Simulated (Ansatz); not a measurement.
Take SiO2 (space group P4_12_12, No. 92; a = 5.083 Å, c = 7.098 Å) as the base.

It is then changed as follows: cell and atoms relaxed at a pressure of 7.5 GPa.

Computed with Ansatz (an electronic-structure program), PBE, PAW, cutoff 420 eV, no SOC, earlier PAW set.

Base, band edges from the VBM (valence, conduction): A -0.64, 9.02; M -0.55, 8.50; R -0.16, 7.72; X -0.45, 7.48; Z -0.39, 6.71; Γ 0.00, 5.52 eV.

Task: Give the band edges at the high-symmetry points of the new zone, measured from its valence-band maximum.

Result: 
| point | valence edge (eV) | conduction edge (eV) |
|---|---|---|
| Γ | 0.00 | 5.86 |
| X | -0.52 | 8.13 |
| M | -0.52 | 8.44 |
| Z | -0.41 | 7.38 |
| R | -0.31 | 8.53 |
| A | -0.44 | 9.06 |

The gap is 5.86 eV, direct at Γ.

Load acts through the strain it causes; cell and atoms are relaxed under it. No phonon test of stability was made. No other phases were tried under pressure.
